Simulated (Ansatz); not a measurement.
TaP (P-6m2, No. 187, 2 atoms in the cell; start mp-1187244), treated with PBEsol (plane waves, PAW; Ansatz, a quantum-chemistry and plane-wave program).

Numerical settings: plane-wave cutoff 520 eV, 18×18×16 k mesh (along the axes of the cell as run), Fermi–Dirac smearing 0.05 eV, scalar-relativistic PAW data made under PBE.

Cell (relaxed at this level):

```
CELL_PARAMETERS angstrom
      3.28158     0.00000     0.00000
     -1.64079     2.84193     0.00000
      0.00000     0.00000     3.31734
ATOMIC_POSITIONS crystal
  Ta 0.66667 0.33333 0.00000
  P  0.00000 0.00000 0.50000
```

### Question
Predict the bulk modulus.

### Answer

- bulk modulus = 210 GPa

The run finds no gap.

Note: the bulk modulus is −V dP/dV from two relaxed cells at ±2 % in volume; the relaxation could not lower the start's symmetry, so the cell can be a saddle point above a distorted one.

Spin–orbit coupling is not included; it can open a gap where bands touch, and shift volumes and moduli.

Static lattice: no zero-point or thermal effects.

A start named mp-… is a Materials Project structure, which need not be a measured phase.
